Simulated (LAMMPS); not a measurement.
LAMMPS 22 Jul 2025, classical MD, ACE (Cu-PBE-core-rep.ace): Cu, 864 atoms.

```
Property                                                                                  Result
-----------------------------------------------  -----------------------------------------------
task                                                                                     MD, nve
potential                                                               ACE, Cu-PBE-core-rep.ace
copies of the repeat unit                                                                  6×6×6
shape (slab and sphere leave vacuum in the box)                                             bulk
neighbor skin                                                                                2 Å
neigh_modify                                                           every 1 delay 0 check yes
newton                                                                              on (default)
atom_modify sort (bins of 2 Å where set)                                          1000 (default)
comm_style                                                                       brick (default)
box                                                                         21.7 × 21.7 × 21.7 Å
start                                            generated fcc lattice, warmed in an untimed run
```

All runs start from one configuration, warmed at this fixed volume for 300 steps under a thermostat at 300 K. The run at the shortest step has a mean temperature of 301 K and a mean pressure of 4.0 GPa.

Each run covers about 0.40 ps at constant energy (mean temperature 301 K at the shortest step); σ is the standard deviation over the printed steps. Each setting ran once; only counts and results are compared.

Steps tried: 0.5 fs, 1 fs, 2 fs, 2.5 fs, 4 fs, 5 fs, 8 fs, 10 fs, 16 fs, 20 fs, 32 fs.

Task: Choose the longest time step that keeps σ(total energy)/σ(kinetic energy) under 10 %.

Result: 10 fs.

```json
[
 {"time step": "0.5 fs", "σ(E total)/σ(E kinetic)": "0.00010", "last minus first total energy (meV/atom)": "under 0.001", "mean temperature (K)": "301"},
 {"time step": "1 fs", "σ(E total)/σ(E kinetic)": "0.00042", "last minus first total energy (meV/atom)": "under 0.001", "mean temperature (K)": "301"},
 {"time step": "2 fs", "σ(E total)/σ(E kinetic)": "0.0017", "last minus first total energy (meV/atom)": "+0.0016", "mean temperature (K)": "301"},
 {"time step": "2.5 fs", "σ(E total)/σ(E kinetic)": "0.0026", "last minus first total energy (meV/atom)": "+0.0025", "mean temperature (K)": "301"},
 {"time step": "4 fs", "σ(E total)/σ(E kinetic)": "0.0067", "last minus first total energy (meV/atom)": "+0.0071", "mean temperature (K)": "301"},
 {"time step": "5 fs", "σ(E total)/σ(E kinetic)": "0.011", "last minus first total energy (meV/atom)": "+0.012", "mean temperature (K)": "300"},
 {"time step": "8 fs", "σ(E total)/σ(E kinetic)": "0.028", "last minus first total energy (meV/atom)": "+0.040", "mean temperature (K)": "299"},
 {"time step": "10 fs", "σ(E total)/σ(E kinetic)": "0.045", "last minus first total energy (meV/atom)": "+0.075", "mean temperature (K)": "297"},
 {"time step": "16 fs", "σ(E total)/σ(E kinetic)": "0.13", "last minus first total energy (meV/atom)": "+0.34", "mean temperature (K)": "291"},
 {"time step": "20 fs", "σ(E total)/σ(E kinetic)": "0.22", "last minus first total energy (meV/atom)": "+0.70", "mean temperature (K)": "285"},
 {"time step": "32 fs", "σ(E total)/σ(E kinetic)": "1.4", "last minus first total energy (meV/atom)": "+11", "mean temperature (K)": "271"}
]
```

The bar is a choice.
